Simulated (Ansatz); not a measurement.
System: MgO (model structure, started from the BeO type, P4₂/mnm, No. 136, 8 atoms in the cell). Method: PBEsol in Ansatz (plane waves, PAW).

Run with plane-wave cutoff 520 eV, 6×6×10 k mesh (along the axes of the cell as run), Fermi–Dirac smearing 0.01 eV, scalar-relativistic PAW data made under PBE.

Cell (relaxed with PBEsol):

```cif
data_Mg4O4
_chemical_formula_sum 'Mg4 O4'
_space_group_name_H-M_alt 'P 1'
_space_group_IT_number 1
_cell_length_a 5.50983
_cell_length_b 5.50983
_cell_length_c 3.27640
_cell_angle_alpha 90.000
_cell_angle_beta 90.000
_cell_angle_gamma 90.000
loop_
_space_group_symop_operation_xyz
  'x, y, z'
loop_
_atom_site_label
_atom_site_type_symbol
_atom_site_fract_x
_atom_site_fract_y
_atom_site_fract_z
_atom_site_occupancy
Mg1 Mg 0.32051 0.67949 0.00000 1
Mg2 Mg 0.67949 0.32051 0.00000 1
Mg3 Mg 0.82051 0.82051 0.50000 1
Mg4 Mg 0.17949 0.17949 0.50000 1
O1 O 0.31658 0.31658 0.00000 1
O2 O 0.68342 0.68342 0.00000 1
O3 O 0.18342 0.81658 0.50000 1
O4 O 0.81658 0.18342 0.50000 1
```

What does this level give for the band gap and smallest direct gap on the k points sampled?


band gap: 3.36 eV
smallest direct gap on the k points sampled: 3.37 eV

Note: the relaxation could raise the start's symmetry but not lower it, so the cell can be a saddle point.

Static lattice: no zero-point or thermal effects.

A model structure was made by putting elements into a prototype or built by hand; it is no filed structure, need not be a known phase, and can be a saddle point held by its symmetry.

Ansatz is a first-principles code.
